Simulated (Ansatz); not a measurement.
Consider Zr in the hcp (Mg type) structure (space group P6_3/mmc, No. 194; a = 3.2443 Å, c = 5.1580 Å; relaxed with 0.1 eV smearing). Axes: x lies along a and z along c of the hexagonal cell.

Level of theory: Kohn–Sham DFT with the r2SCAN functional, run in Ansatz (a program for electronic structure) with PAW and 500 eV plane waves, no spin-orbit coupling.

Strains are applied to the cell and any free atomic positions relax.

One change was made to it. Results:

```json
[
 {"quantity": "pressure (mean of the normal stresses, compression positive)", "base": "0.0 GPa", "after": "3.2 GPa"},
 {"quantity": "energy relative to the base (free energy F)", "base": "0 meV/atom", "after": "+12 meV/atom"}
]
```

Q: Which change produced these results?
A) uniaxial strain ε_zz = −2.00 %
B) uniaxial strain ε_zz = −3.00 %
C) uniaxial strain ε_zz = −2.50 %
D) uniaxial strain ε_zz = −0.50 %
E) uniaxial strain ε_zz = −1.50 %

A: B, uniaxial strain ε_zz = −3.00 %. For comparison, the energy relative to the base in the other runs: uniaxial strain ε_zz = −2.00 % gives +5.2 meV/atom; uniaxial strain ε_zz = −2.50 % gives +8.1 meV/atom; uniaxial strain ε_zz = −0.50 % gives +0.3 meV/atom; uniaxial strain ε_zz = −1.50 % gives +2.9 meV/atom.

Stability against distortions was not tested. All final runs are without spin polarisation.
